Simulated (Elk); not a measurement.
Elk run on Fe₃Ge (Fm-3m, 4 atoms in the cell): self-consistent single point.

Method of the run: PBEsol, all-electron FP-LAPW, Elk's shipped species files, LAPW+lo basis (Elk).

The change in words: lattice scaled by 0.98. Reference geometry:
```
CELL_PARAMETERS angstrom
      0.00000     2.85373     2.85373
      2.85373     0.00000     2.85373
      2.85373     2.85373     0.00000
ATOMIC_POSITIONS crystal
  Fe 0.50000 0.50000 0.50000
  Fe 0.25000 0.25000 0.25000
  Fe 0.75000 0.75000 0.75000
  Ge 0.00000 0.00000 0.00000
```
Moments meant for the start (each program seeds them in its own way; μB, in the order of the atoms Fe Fe Fe Ge): 4.0 4.0 4.0 0.0.

Reference input (self-consistent single point, DFT, PBEsol, all-electron FP-LAPW, Elk's shipped species files, LAPW+lo basis): xctype = 22; spinpol = true; rgkmax = 7.5; stype = 0; swidth = 0.00499791 Ha; ngridk = 7 7 7; reducebf = 0.7; gmaxvr = 16 1/bohr; nxoapwlo = 1; rmtscf = 0.91; nempty = 10 per atom; maxscl = 100. This run's input differs from it in these lines:

```diff
@@ -37,5 +37,5 @@
 avec
-    0.0000000000    5.3927700234    5.3927700234
-    5.3927700234    0.0000000000    5.3927700234
-    5.3927700234    5.3927700234    0.0000000000
+    0.0000000000    5.2849139048    5.2849139048
+    5.2849139048    0.0000000000    5.2849139048
+    5.2849139048    5.2849139048    0.0000000000
```

The program printed (abridged):

```
│ Self-consistent loop started │
│ Loop number : 1 │
 total energy                :     -5917.93848503
 total moment                :    6.595588333
│ Loop number : 2 │
 total energy                :     -5918.16646531
 total moment                :    6.596660807
RMS change in Kohn-Sham potential (target) :    2.124874376     (  0.1000000000E-05)
Absolute change in total energy (target)   :   0.2279802792     (  0.1000000000E-03)
│ Loop number : 3 │
 total energy                :     -5919.24972154
 total moment                :    4.029116403
RMS change in Kohn-Sham potential (target) :    1.775300419     (  0.1000000000E-05)
   [... lines left out ...]
│ Loop number : 23 │
 total energy                :     -5912.62111191
 total moment                :   -5.007737399
RMS change in Kohn-Sham potential (target) :   0.1410145363E-05 (  0.1000000000E-05)
Absolute change in total energy (target)   :   0.1526509641E-04 (  0.1000000000E-03)
│ Loop number : 24 │
 total energy                :     -5912.62109317
 total moment                :   -5.007767516
RMS change in Kohn-Sham potential (target) :   0.5447117419E-06 (  0.1000000000E-05)
Absolute change in total energy (target)   :   0.1492885440E-04 (  0.1000000000E-03)
Convergence targets achieved

│ Loop number : 25 │

Energies :
 Fermi                       :     0.427858105095
 xc effective B-field        :    -0.207447356045
 external B-field            :      0.00000000000
 total energy                :     -5912.62109718
 (external B-field energy excluded from total)

Density of states at Fermi energy :    64.08156072
 (states/Hartree/unit cell)

Estimated indirect band gap :   0.1990301437E-02
 from k-point     15 to k-point     17
Estimated direct band gap   :   0.6598262537E-02
 at k-point     10

Charges :
 core                        :    48.00000000
 valence                     :    62.00000000
 interstitial                :    5.529236479
 muffin-tins (core leakage)
  species :    1 (Fe)
   atom    1                 :    24.67325906     (  0.1993250009E-10)
   [... lines left out ...]

Moments :
 interstitial                :   0.5186966081E-01
 muffin-tins
  species :    1 (Fe)
   atom    1                 :   -2.513481799
   atom    2                 :   -1.296004024
   atom    3                 :   -1.296004024
  species :    2 (Ge)
   atom    1                 :   0.4567551927E-01
 total in muffin-tins        :   -5.059814327
 total moment                :   -5.007944666

│ Self-consistent loop stopped │
```

The run converged in 25 iterations. The count includes the last loop, which Elk runs after its targets are met. Against the reference run the total energy goes down by 16.2 meV/atom and the size of the net moment goes from 1.32 to 1.25 μB/atom.

The starting cell comes from a database of computed structures (which also holds hypothetical and non-ambient phases and stackings), without a prior relaxation at this level. Its lattice was rescaled by a random factor within 2.5 % of one. For this run, on top of that: lattice scaled by 0.98. The magnetic order is the one reached from the typed start; others were not searched systematically. Values depend on the basis (sphere radii, cutoffs, local orbitals), which need not be converged. The log's line on a gap gives a spacing of levels on this mesh, which the program prints for metals too.

Cost on one core of a shared machine: roughly 2 min.
